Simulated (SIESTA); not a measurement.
# SIESTA run on MnPd (P4/mmm, 2 atoms in the cell): self-consistent single point

Method: LDA PW92, numerical atomic orbitals TZP, PseudoDojo LDA standard norm-conserving potentials (rewritten from UPF to PSML) (SIESTA 5.4.2).

This input was run:

```
# files in the folder: Mn.psml Pd.psml (PseudoDojo LDA standard)
SystemName  MnPd
SystemLabel siesta

NumberOfAtoms                2
NumberOfSpecies              2
%block ChemicalSpeciesLabel
  1 25 Mn
  2 46 Pd
%endblock ChemicalSpeciesLabel
LatticeConstant              3.001070 Ang
%block LatticeVectors
     1.000000000    0.000000000    0.000000000
     0.000000000    1.000000000    0.000000000
     0.000000000    0.000000000    1.114095972
%endblock LatticeVectors
AtomicCoordinatesFormat      Bohr
%block AtomicCoordinatesAndAtomicSpecies
     0.000000000    0.000000000    0.000000000  1
     2.835600190    2.835600190    3.159130752  2
%endblock AtomicCoordinatesAndAtomicSpecies

XC.functional                LDA
XC.authors                   PW92
PAO.BasisSize                TZP
PAO.EnergyShift              0.01 Ry
MeshCutoff                   300 Ry
%block kgrid.MonkhorstPack
    9   0   0  0.0
    0   9   0  0.0
    0   0   8  0.0
%endblock kgrid.MonkhorstPack
OccupationFunction           FD
ElectronicTemperature        1160.45 K
Spin                         polarized
%block DM.InitSpin
  1 +4.00
  2 +0.00
%endblock DM.InitSpin

MaxSCFIterations             150
SCF.Mixer.Method             Broyden
SCF.Mixer.Weight             0.1
SCF.Mixer.History            8
SCF.DM.Tolerance             1.0E-05
Diag.ParallelOverK           true
WriteForces                  true
Charge.Mulliken              end
```

The program printed (abridged):

```
reinit: Reading from file input.fdf

reinit: System Name: MnPd
reinit: System Label: siesta

NOTE on units for spin output:
{S} is the spin magnetic moment, in units of the Bohr magneton,
assuming a g-factor for the electron spin of exactly 2.
The spin magnetic moment is then numerically equal to the charge inbalance,
in units of electrons, between the spin-up and -down channels.

coor:   Atomic-coordinates input format  =     Cartesian coordinates
coor:                                            (in Bohr units)

siesta: Atomic coordinates (Bohr) and species
siesta:      0.00000   0.00000   0.00000  1        1
siesta:      2.83560   2.83560   3.15913  2        2

siesta: System type = bulk

initatomlists: Number of atoms, orbitals, and projectors:      2    50    36

siesta: ******************** Simulation parameters ****************************
redata: Spin configuration                          = collinear
redata: Time-Reversal Symmetry                      = T
redata: Number of Atomic Species                    =        2
redata: Mesh Cutoff                                 =   300.0000 Ry
redata: Net charge of the system                    =     0.0000 |e|
redata: Min. number of SCF Iter                     =        0
redata: Max. number of SCF Iter                     =      150
redata: SCF convergence failure will abort job
redata: SCF mix quantity                            = Hamiltonian
redata: Mix DM or H after convergence               =   F
redata: Recompute H after scf cycle                 =   F
redata: Mix DM in first SCF step                    =   T
redata: No kicks to SCF
redata: DM Mixing Weight for Kicks                  =     0.5000
redata: Require Harris convergence for SCF          =   F
redata: Harris energy tolerance for SCF             =     0.000100 eV
redata: Require DM convergence for SCF              =   T
redata: DM tolerance for SCF                        =     0.000010
   [... lines left out ...]
diag: Used triangular part                          = Lower
diag: Absolute tolerance                            =  0.100E-15
diag: Orthogonalization factor                      =  0.100E-05
diag: Memory factor                                 =  1.0000

superc: Internal auxiliary supercell:     5 x     5 x     5  =     125
superc: Number of atoms, orbitals, and projectors:    250   6250   4500

                        Single-point calculation

superc: Internal auxiliary supercell:     5 x     5 x     5  =     125
superc: Number of atoms, orbitals, and projectors:    250   6250   4500

outcell: Unit cell vectors (Ang):
        3.001070    0.000000    0.000000
        0.000000    3.001070    0.000000
        0.000000    0.000000    3.343480

outcell: Cell vector modules (Ang)   :    3.001070    3.001070    3.343480
outcell: Cell angles (23,13,12) (deg):     90.0000     90.0000     90.0000
outcell: Cell volume (Ang**3)        :     30.1128
new_DM -- step:     1
Initializing Density Matrix...

Attempting to read DM from file... Failed...
DM filled with atomic data (user-defined):

InitMesh: MESH = 32 x 32 x 36 = 36864
InitMesh: Mesh cutoff (required, used) =   300.000   314.231 Ry

stepf: Fermi-Dirac step function
        iscf     Eharris(eV)        E_KS(eV)     FreeEng(eV)     dDmax    Ef(eV) dHmax(eV)
   scf:    1    -6588.920254    -6618.344070    -6618.423065  1.251428 -2.622915 22.865871
     spin moment: {S} , |S| = {        0.0        0.0    3.48319 }     3.48319
   scf:    2    -6635.462631    -6629.693519    -6629.742170  0.302068 -3.534803  7.840470
     spin moment: {S} , |S| = {        0.0        0.0    4.25949 }     4.25949
   scf:    3    -6631.422357    -6630.799120    -6630.835386  0.114937 -3.901323  2.894805
     spin moment: {S} , |S| = {        0.0        0.0    4.37127 }     4.37127
   scf:    4    -6631.116651    -6631.140805    -6631.178020  0.099334 -4.448097  1.205574
     spin moment: {S} , |S| = {        0.0        0.0    4.40359 }     4.40359
   scf:    5    -6631.190946    -6631.170665    -6631.206571  0.015700 -4.374056  0.492853
     spin moment: {S} , |S| = {        0.0        0.0    4.40886 }     4.40886
   scf:    6    -6631.175544    -6631.173168    -6631.206993  0.005710 -4.364260  0.514946
   [... lines left out ...]
   scf:   12    -6631.181438    -6631.181437    -6631.213449  0.000035 -4.298852  0.001484
     spin moment: {S} , |S| = {        0.0        0.0    4.43744 }     4.43744
   scf:   13    -6631.181439    -6631.181438    -6631.213449  0.000029 -4.298846  0.000971
     spin moment: {S} , |S| = {        0.0        0.0    4.43740 }     4.43740
   scf:   14    -6631.181441    -6631.181439    -6631.213449  0.000027 -4.298859  0.000694
     spin moment: {S} , |S| = {        0.0        0.0    4.43737 }     4.43737
   scf:   15    -6631.181439    -6631.181439    -6631.213449  0.000017 -4.298880  0.000497
     spin moment: {S} , |S| = {        0.0        0.0    4.43734 }     4.43734
   scf:   16    -6631.181439    -6631.181439    -6631.213449  0.000014 -4.298893  0.000353
     spin moment: {S} , |S| = {        0.0        0.0    4.43732 }     4.43732
   scf:   17    -6631.181439    -6631.181439    -6631.213449  0.000009 -4.298901  0.000252
     spin moment: {S} , |S| = {        0.0        0.0    4.43731 }     4.43731
SCF Convergence by DM+H criterion
max |DM_out - DM_in|         :     0.0000091384
max |H_out - H_in|      (eV) :     0.0002522883
SCF cycle converged after 17 iterations

Using DM_out to compute the final energy and forces

siesta: E_KS(eV) =            -6631.1814

siesta: E_KS - E_eggbox =     -6631.1814

siesta: Atomic forces (eV/Ang):
     1    0.000000    0.000000   -0.000000
     2    0.000000    0.000000    0.000000
   Tot    0.000000    0.000000    0.000000
   Max    0.000000
   Res    0.000000    sqrt( Sum f_i^2 / 3N )
   Max    0.000000    constrained

Stress tensor Voigt[x,y,z,yz,xz,xy] (kbar):      134.56      134.56      141.28        0.00        0.00        0.00
(Free)E + p*V (eV/cell)    -6633.7846
Target enthalpy (eV/cell)    -6631.2134

siesta: Program's energy decomposition (eV):
siesta: Ebs     =     -1108.143679
siesta: Eions   =      8934.214046
siesta: Ena     =       954.570905
siesta: Ekin    =      2549.661869
siesta: Enl     =      -187.895893
siesta: Eso     =         0.000000
siesta: Edftu   =         0.000000
siesta: DEna    =        36.989367
siesta: DUscf   =         0.766768
siesta: DUext   =         0.000000
siesta: Ex      =      -969.408398
siesta: Ec      =       -81.652012
siesta: Exc     =     -1051.060410
siesta: Eharris =     -6631.181439
siesta: Etot    =     -6631.181439
siesta: FreeEng =     -6631.213449

siesta: Stress tensor (static) (eV/Ang**3):
siesta:     0.083989    0.000000    0.000000
siesta:     0.000000    0.083989    0.000000
siesta:     0.000000    0.000000    0.088179

siesta: Cell volume =         30.112789 Ang**3

siesta: Pressure (static):
siesta:                Solid            Molecule  Units
siesta:          -0.00092997         -0.00092997  Ry/Bohr**3
siesta:          -0.08538563         -0.08538563  eV/Ang**3
siesta:        -136.80285907       -136.80286733  kBar

mulliken: Atomic and Orbital Populations:

mulliken: Spin UP

Species: Mn
Atom  Qatom  Qorb
               3s      4s      4s      4s      3py     3pz     3px     4py
               4pz     4px     3dxy    3dyz    3dz2    3dxz    3dx2-y2 3dxy
   [... lines left out ...]

              0.082

mulliken: Qtot =       18.719

mulliken: Spin DOWN

Species: Mn
Atom  Qatom  Qorb
               3s      4s      4s      4s      3py     3pz     3px     4py
               4pz     4px     3dxy    3dyz    3dz2    3dxz    3dx2-y2 3dxy
               3dyz    3dz2    3dxz    3dx2-y2 3dxy    3dyz    3dz2    3dxz
               3dx2-y2
   1  5.068   0.947   0.258  -0.178   0.131   1.004   1.002   1.004   0.103
              0.112   0.103   0.160   0.164   0.071   0.164   0.069  -0.032

             -0.033  -0.014  -0.033  -0.013   0.021   0.022   0.007   0.022

              0.008

Species: Pd
Atom  Qatom  Qorb
               4s      5s      5s      5s      4py     4pz     4px     5py
               5pz     5px     4dxy    4dyz    4dz2    4dxz    4dx2-y2 4dxy
               4dyz    4dz2    4dxz    4dx2-y2 4dxy    4dyz    4dz2    4dxz
               4dx2-y2
   2  9.213   0.956   0.451  -0.372   0.434   0.992   0.991   0.992   0.174
              0.168   0.174   0.745   0.735   0.704   0.735   0.662   0.066

              0.060   0.044   0.060   0.049   0.074   0.072   0.089   0.072

              0.086

mulliken: Qtot =       14.281

Mulliken Atomic Populations:
Atom #   charge [q] valence [e]      Sz [e]  Species
     1     0.691290   14.308710    4.171716  Mn
     2    -0.691290   18.691290    0.265593  Pd
 Total    -0.000000                4.437309
```

The run converged in 17 iterations.

The starting cell comes from a database of computed structures (which also holds hypothetical and non-ambient phases and stackings), without a prior relaxation at this level. With one magnetic atom in the cell only a parallel order is possible. Values carry the incompleteness of an atom-centred basis. With a pressure of about -14 GPa the cell is away from its equilibrium volume at this level.

Cost on one core of a shared machine: roughly 80 s.
